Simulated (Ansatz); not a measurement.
The starting structures come from a database of crystals and need not be the phases stable at ambient conditions.

 Where the default PAW files enter, the runs use the earlier of Ansatz's two default sets.

# Evanescent states of Li₃Bi (Fm-3m, not sure to be the ambient phase, 4 atoms a cell, 18.7 Å³ an atom) along the normal of (110)

Computed with r2SCAN (plane waves, PAW; Ansatz, a first-principles code).

The gap is the functional's own. No spin-orbit coupling. Mid-gap values are interpolated on the energy grid.

Energies count from the valence-band top; κ is the least over a 6×6 mesh across the current.

```json
[
 {"E (eV)": "0.03", "κ (1/Å)": "0.028", "where": "Γ"},
 {"E (eV)": "0.09", "κ (1/Å)": "0.045", "where": "Γ"},
 {"E (eV)": "0.15", "κ (1/Å)": "0.057", "where": "Γ"},
 {"E (eV)": "0.21", "κ (1/Å)": "___", "where": "Γ"},
 {"E (eV)": "0.27", "κ (1/Å)": "___", "where": "Γ"},
 {"E (eV)": "0.33", "κ (1/Å)": "___", "where": "Γ"},
 {"E (eV)": "0.39", "κ (1/Å)": "___", "where": "Γ"},
 {"E (eV)": "0.45", "κ (1/Å)": "___", "where": "Γ"},
 {"E (eV)": "0.51", "κ (1/Å)": "___", "where": "Γ"},
 {"E (eV)": "0.57", "κ (1/Å)": "0.092", "where": "Γ"},
 {"E (eV)": "0.63", "κ (1/Å)": "0.092", "where": "Γ"},
 {"E (eV)": "0.69", "κ (1/Å)": "0.069", "where": "Γ"},
 {"E (eV)": "0.75", "κ (1/Å)": "0.029", "where": "Γ"}
]
```

Task: What belongs in the gaps?

Result: 
- 0.21, κ (1/Å): 0.065
- 0.27, κ (1/Å): 0.072
- 0.33, κ (1/Å): 0.078
- 0.39, κ (1/Å): 0.083
- 0.45, κ (1/Å): 0.087
- 0.51, κ (1/Å): 0.090
